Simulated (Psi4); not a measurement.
Psi4 1.11, TPSS/def2-svp: Nb(F)3(OSiH3)2 ([F][Nb]([F])([F])([O][SiH3])[O][SiH3]), 14 atoms. The geometry is a generated start, not checked to be a minimum at this level.

- task: energy
- method: tpss
- basis: def2-svp
- memory: 3 GB
- maxiter: 100
- keys of the molecule block: symmetry c1
- scf_type: df (default)
- guess: auto, which took SAD (default)
- scf_initial_accelerator: adiis (default)
- e_convergence: 1e-06 (default)
- d_convergence: 1e-06 (default)
- dft_radial_points: 75 (default)
- dft_spherical_points: 302 (default)
- effective core potentials: those of the basis set, past Kr
- basis functions: 167
- grid points: 301418

```xyz
14

Nb    -0.6190    -0.1002    -0.1283
F      0.2723    -1.6905     0.1157
F     -2.0967    -1.1810    -0.4387
F     -1.7338     1.3205    -0.4390
O     -0.1375     0.5084     1.5137
Si    -0.1268     0.1290     3.1110
H     -1.2351    -0.8299     3.3067
H     -0.3257     1.4116     3.7959
H      1.2015    -0.4592     3.3454
O      0.5847     0.4572    -1.3722
Si     0.9837     0.1625    -2.9308
H      1.3999    -1.2542    -2.9646
H      2.0753     1.1010    -3.2042
H     -0.2428     0.4247    -3.7106
```

Charge 0 and multiplicity 1 are set for this test and not shown to be the ground state.

One run each on 2 threads. Values of diis_max_vecs tried: 3, 6, 10 (default), 20.

Question: How does the count of SCF iterations change with diis_max_vecs, and where is it least?

Answer: Fewest SCF iterations, within one of each other: 6 with 13, 10 (default) with 12, 20 with 12. The count rises to 30 at 3. All converge to one solution.

```json
[
 {"diis_max_vecs": "3", "SCF iterations": "30", "end": "same solution"},
 {"diis_max_vecs": "6", "SCF iterations": "13", "end": "same solution"},
 {"diis_max_vecs": "10 (default)", "SCF iterations": "12", "end": "same solution"},
 {"diis_max_vecs": "20", "SCF iterations": "12", "end": "same solution"}
]
```
